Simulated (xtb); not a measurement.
xtb 6.7.1, GFN2-xTB: c1ccc(-c2cccc(-c3cc4sccc4s3)c2)cc1, 32 atoms. The geometry is a generated start, not checked to be a minimum at this level.

- method = GFN2-xTB
- --acc = 1 (default)
- --etemp (K) = 300 (default)
- detailed input (--input) = none: ANC optimiser, Lindh (1995) Hessian, microcycle=20, maxdispl=1.0, hlow=0.01 (default)
- basis functions = 104
- valence electrons = 96

The structure is relaxed from this start with --opt LEVEL for the levels crude, sloppy, loose, lax, normal, tight, vtight, extreme, once each. Up to the end of the extreme run atoms move by at most 1.00 Å along an axis.

Which level is enough to come within 1 meV of the tightest end point?

tight: 43 cycles against 55, ending 0.093 meV above.

```
level    cycles  energy above the extreme run (meV)  gradient norm (eV/Å)
-------  ------  ----------------------------------  --------------------
crude         4                                  67                  0.30
sloppy       16                                 7.8                  0.20
loose        17                                 6.8                  0.20
lax          22                                 3.9                 0.065
normal       31                                 1.4                 0.012
tight        43                               0.093                 0.012
vtight       54                          under 0.01                0.0010
extreme      55                                   —               0.00063
```
